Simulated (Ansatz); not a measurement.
# Pressure series in GaN

Start from GaN in the zinc blende structure (space group F-43m, No. 216).

```
GaN
1.0
    0.00000     2.22769     2.22769
    2.22769     0.00000     2.22769
    2.22769     2.22769     0.00000
Ga N
1 1
Cartesian
  0.00000   0.00000   0.00000
  1.11384   1.11384   1.11384
```

Cell and atoms are relaxed at each pressure.

Calculations: plane-wave PAW DFT at the LDA level (Ansatz, a program for electronic structure, 420 eV), no spin-orbit coupling.

Candidates:
(a) pressure −1 GPa
(b) pressure 0.9 GPa
(c) pressure 30 GPa

For the base:

```
Item       Result
--------  -------
Band gap  1.96 eV
```

Problem. Order them by band gap, highest first.

Solution. (c) pressure 30 GPa (2.70 eV), (b) pressure 0.9 GPa (1.98 eV), (a) pressure −1 GPa (1.92 eV)

Load acts through the strain it causes; cell and atoms are relaxed under it. Stability against distortions was not tested. Tetrahedral semiconductors of this kind turn to denser phases somewhere between about 1 and 50 GPa; those were not computed, so compressed cells here can lie past the real transition. This is not the structure that GaN has at room temperature and ambient pressure.
